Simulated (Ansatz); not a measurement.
A self-consistent single point of CaPd (P4mm, 2 atoms in the cell) with Ansatz (a first-principles code).

Computed with LDA (PW92), default PAW files made with PBE (plane waves; Ansatz).

The change in words: lattice scaled by 0.98; basis.ecutwfc: 420 eV → 170 eV. Reference geometry:
```xyz
2
Lattice="3.5162 0.0000 0.0000 0.0000 3.5162 0.0000 0.0000 0.0000 3.5162" Properties=species:S:1:pos:R:3 pbc="T T T"
Ca     0.0000     0.0000     0.0500
Pd     1.7581     1.7581     1.7581
```

Reference input (self-consistent single point, DFT, LDA (PW92), plane waves, default PAW files made with PBE): basis.ecutwfc = 420 eV; kpoints.mp_grid.grid = 9 9 9; hamiltonian.xc = lda; hamiltonian.pseudopotentials = {kind: paw} (the program's default PAW files); scf.occupations.method = fermi_dirac; scf.occupations.width = 0.1 eV. This run's input differs from it in these lines:

Ansatz 0.2 input:
```diff
@@ -2,5 +2,5 @@
   lattice:
-    - [3.51620700, 0.00000000, 0.00000000]
-    - [0.00000000, 3.51620700, 0.00000000]
-    - [0.00000000, 0.00000000, 3.51620700]
+    - [3.44588300, 0.00000000, 0.00000000]
+    - [0.00000000, 3.44588300, 0.00000000]
+    - [0.00000000, 0.00000000, 3.44588300]
   atoms:
@@ -9,3 +9,3 @@
 basis:
-  ecutwfc: 420.0
+  ecutwfc: 170.0
 kpoints:
```

Output (repeated stretches shortened):

```
SCF iter   1: F=—  HF=-8589.098012 eV  |F-HF|=—  |Δ(HF+E_count)|=         —  Δρ=2.67e-1  dr2=2.42e1  ethr=1.77e-3  ⟨swp⟩=5.3  Hψ=6837  notcnv=0
all-band conjugate gradients solve this SCF's bands
preconditioner: auto → none
SCF iter   2: F=—  HF=-8583.252794 eV  |F-HF|=—  |Δ(HF+E_count)|=    5.85e0  Δρ=1.21e-1  dr2=5.60e0  ethr=1.77e-3  ⟨swp⟩=2.0  Hψ=3300  notcnv=0
   [... lines left out ...]
SCF iter   5: F=—  HF=-8581.793765 eV  |F-HF|=—  |Δ(HF+E_count)|=   6.00e-4  Δρ=3.44e-4  dr2=8.40e-5  ethr=1.24e-5  ⟨swp⟩=2.0  Hψ=1757  notcnv=0
SCF iter   6: F=—  HF=-8581.793744 eV  |F-HF|=—  |Δ(HF+E_count)|=   2.12e-5  Δρ=1.47e-4  dr2=1.65e-5  ethr=3.00e-7  ⟨swp⟩=2.0  Hψ=2033  notcnv=0
SCF iter   7: F=—  HF=-8581.793739 eV  |F-HF|=—  |Δ(HF+E_count)|=   5.20e-6  Δρ=4.30e-5  dr2=1.33e-6  ethr=5.88e-8  ⟨swp⟩=2.1  Hψ=1804  notcnv=0
SCF iter   8: F=-8581.793738 eV  HF=-8581.793738 eV  |F-HF|=3.69e-8  |Δ(HF+E_count)|=   4.81e-7  Δρ=8.04e-6  dr2=4.67e-8  ethr=3.57e-10  ⟨swp⟩=2.2  Hψ=4691  notcnv=0
SCF 1 converged in 8 iterations: F = -8581.793738 eV  dr2 = 4.67e-8
Free energy (F): -8581.793738 eV
Internal energy: -8581.766309 eV  (E = F + TS)
E sigma→0 (E₀):  -8581.780023 eV
Entropy (-TS):   -0.027429 eV (-13.715 meV/atom)
Fermi energy:    12.628698 eV
--- Forces (eV/Å), atoms counted from 1 ---
  atom   1  Ca    -0.00000000     0.00000000     0.02700379
  atom   2  Pd     0.00000000     0.00000000    -0.02800266
--- Stress (GPa, compression-positive) ---
        7.627878       0.000000       0.000000
        0.000000       7.627878       0.000000
        0.000000       0.000000       7.625629
  P = ⅓ Tr σ = 7.6271 GPa (76.271 kbar)
  The stress holds the Pulay correction. Without it, at fixed plane waves, as pw.x and ABINIT print it: P = -530.1662 GPa
```

The run converged in 8 iterations. Against the reference run the free energy goes up by 18.3 eV/atom, the pressure goes from -5.41 to 7.63 GPa and the largest force goes from 0.104 to 0.028 eV/Å.

The starting cell comes from a database of computed structures (which also holds hypothetical and non-ambient phases and stackings), without a prior relaxation at this level. Its lattice was rescaled by up to half a per cent. One atom was moved a little off its site on purpose. For this run, on top of that: lattice scaled by 0.98. Spin polarisation is off. Ansatz's pressure includes its estimate of the finite-basis (Pulay) stress. Without the estimate this run gives -530.17 GPa. The cutoff lies below the one recommended for these files.
